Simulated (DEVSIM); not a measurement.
## In0.49Ga0.51P/GaAs p-n heterojunction

Structure: In0.49Ga0.51P/GaAs p-n heterojunction, at 300 K.

```csv
layer (left to right),material,thickness (μm),Nd (cm⁻³),Na (cm⁻³),τn (s),τp (s)
1,In0.49Ga0.51P,2.00,-,1.6e17,2e-8,2e-8
2,GaAs,0.370,1.8e17,-,2e-8,2e-8
```

Left contact: ohmic. Right contact: ohmic. Voltage is applied to the left contact. Recombination: SRH at mid-gap, radiative. Mobility is constant in doping.

This is a model device: material constants are rounded textbook-type values typed into the input, and sizes, dopings and lifetimes were drawn at random. Values at 300 K.

```
parameter      In0.49Ga0.51P    GaAs
-------------  -------------  ------
gap (eV)                1.89   1.424
affinity (eV)              4    4.07
permittivity            11.8    12.9
Nc (cm⁻³)               9e17  4.7e17
Nv (cm⁻³)             1.3e19    9e18
μn (cm²/Vs)             1500    8500
μp (cm²/Vs)               80     400
B (cm³/s)              1e-10   2e-10
```

Model (solved in DEVSIM): 1D drift-diffusion, Boltzmann statistics, complete ionisation; no tunnelling, impact ionisation, image-force lowering or self-heating. Band offsets follow the typed affinities; no thermionic-emission limit at abrupt steps, no polarisation charge.

Potential step across the device at zero bias: 1.682 V
Largest field in the device at zero bias: 210000 V/cm
Dark forward voltage at 1 A/cm²: 1.128 V
Dark forward voltage at 100 A/cm²: 1.375 V

Dark forward current:

```tsv
V (V)	J (A/cm²)
0.05	7.5e-12
0.15	7.6e-11
0.25	5.7e-10
0.30	1.5e-9
0.40	1.1e-8
0.50	8.4e-8
0.60	6.4e-7
0.70	5.6e-6
0.75	1.9e-5
0.85	0.00036
0.95	0.011
1.05	0.18
1.10	0.57
1.20	4.3
1.30	28
1.40	150
1.50	500
1.55	760
1.65	1400
1.75	2200
```

Dark reverse current:

| V (V) | J (A/cm²) |
|---|---|
| -0.10 | -6.0e-12 |
| -0.25 | -9.9e-12 |
| -0.50 | -1.4e-11 |
| -0.75 | -1.9e-11 |
| -1.00 | -2.3e-11 |
| -1.50 | -3.1e-11 |
| -2.00 | -3.8e-11 |
| -2.50 | -4.5e-11 |
| -3.25 | -5.5e-11 |
| -4.00 | -6.4e-11 |
